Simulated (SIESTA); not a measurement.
Input and output of a self-consistent single point for Zr3B (P1, 4 atoms in the cell) (SIESTA).

Computed with GGA PBEsol with spin-orbit coupling, numerical atomic orbitals DZP, PseudoDojo PBEsol fully relativistic norm-conserving potentials (rewritten from UPF to PSML) (SIESTA).

```
Zr3B
1.0
    0.00000     3.76763     3.76763
    3.76763     0.00000     3.76763
    3.76763     3.76763     0.00000
B Zr
1 3
Direct
  0.00004   0.00632   0.99371
  0.50110   0.50317   0.50015
  0.25073   0.24513   0.24967
  0.74813   0.74538   0.75647
```

Reference input (self-consistent single point, DFT, GGA PBEsol, numerical atomic orbitals DZP, PseudoDojo PBEsol standard norm-conserving potentials (rewritten from UPF to PSML)): XC.functional = GGA; XC.authors = PBEsol; potentials = PseudoDojo PBEsol standard; PAO.BasisSize = DZP; PAO.EnergyShift = 0.01 Ry; MeshCutoff = 350 Ry; kgrid.MonkhorstPack = 4 4 4; OccupationFunction = FD; ElectronicTemperature = 1160.45 K; MaxSCFIterations = 150; SCF.Mixer.Method = Pulay; SCF.Mixer.Weight = 0.2. This run's input differs from it in these lines:

```diff
@@ -1,2 +1,2 @@
-# files in the folder: B.psml Zr.psml (PseudoDojo PBEsol standard)
+# files in the folder: B.psml Zr.psml (PseudoDojo PBEsol fully relativistic)
 SystemName  Zr3B
@@ -36,2 +36,9 @@
 ElectronicTemperature        1160.45 K
+Spin                         spin-orbit
+%block DM.InitSpin
+  1 0.00 0.00 0.00
+  2 0.00 0.00 0.00
+  3 0.00 0.00 0.00
+  4 0.00 0.00 0.00
+%endblock DM.InitSpin
```

The program printed (abridged):

```
        iscf     Eharris(eV)        E_KS(eV)     FreeEng(eV)     dDmax    Ef(eV) dHmax(eV)
   scf:    1    -4195.178270    -4199.732104    -4199.964119  0.738245 -4.037462  6.139451
     spin moment: {S} , |S| = {   -0.00000   -0.00000    0.00000 }     0.00000
   scf:    2    -4203.210217    -4201.961965    -4202.204429  0.100812 -4.336738  2.769748
     spin moment: {S} , |S| = {   -0.00000   -0.00000    0.00000 }     0.00000
   scf:    3    -4202.617733    -4202.338923    -4202.586436  0.035674 -4.542849  1.285811
     spin moment: {S} , |S| = {   -0.00000   -0.00000    0.00000 }     0.00000
   [... lines left out ...]
     spin moment: {S} , |S| = {   -0.00000    0.00000    0.00000 }     0.00000
   scf:   10    -4202.471137    -4202.471126    -4202.719314  0.000046 -4.740953  0.001134
     spin moment: {S} , |S| = {   -0.00000    0.00000    0.00000 }     0.00000
   scf:   11    -4202.471119    -4202.471122    -4202.719314  0.000017 -4.741022  0.000104
     spin moment: {S} , |S| = {   -0.00000    0.00000    0.00000 }     0.00000
   scf:   12    -4202.471122    -4202.471122    -4202.719314  0.000005 -4.741037  0.000079
     spin moment: {S} , |S| = {    0.00000   -0.00000    0.00000 }     0.00000
SCF Convergence by DM+H criterion
max |DM_out - DM_in|         :     0.0000048113
max |H_out - H_in|      (eV) :     0.0000789442
SCF cycle converged after 12 iterations

Using DM_out to compute the final energy and forces

siesta: E_KS(eV) =            -4202.4711

siesta: E_KS - E_eggbox =     -4202.4711

siesta: Atomic forces (eV/Ang):
     1    0.010856   -0.057156    0.073185
     2   -0.019757    0.010110   -0.043322
     3   -0.013809    0.007300   -0.005736
     4    0.022229    0.035735   -0.020912
   Tot   -0.000480   -0.004012    0.003215
   Max    0.073185
   Res    0.033659    sqrt( Sum f_i^2 / 3N )
   Max    0.073185    constrained

Stress tensor Voigt[x,y,z,yz,xz,xy] (kbar):      226.52      226.47      226.41        1.06        0.55       -0.36
(Free)E + p*V (eV/cell)    -4217.8384
   [... lines left out ...]
siesta: FreeEng =     -4202.719314
siesta: Cell volume =        106.963030 Ang**3
siesta:        -226.46496226       -226.43616448  kBar
   [... lines left out ...]
     1    -0.146303    3.146303    0.000000   -0.000000   -0.000000   -0.000000  B
     2    -0.147150   12.147150    0.000000    0.000000   -0.000000    0.000000  Zr
     3     0.146713   11.853287    0.000000    0.000000   -0.000000   -0.000000  Zr
     4     0.146741   11.853259    0.000000    0.000000    0.000000   -0.000000  Zr
 Total    -0.000000                0.000000    0.000000   -0.000000    0.000000
```

The run converged in 12 iterations. Against the reference run the pressure goes from -22.50 to -22.65 GPa and the largest force hardly changes (0.094 to 0.093 eV/Å).

The starting cell was generated: these elements placed on a structure prototype, without a prior relaxation; it need not be a known phase or ordering of this composition. Its atoms were displaced at random from the sites of space group no. 225. Values carry the incompleteness of an atom-centred basis. With a pressure of about -23 GPa the cell is away from its equilibrium volume at this level.

Cost on one core of a shared machine: roughly 40 s.
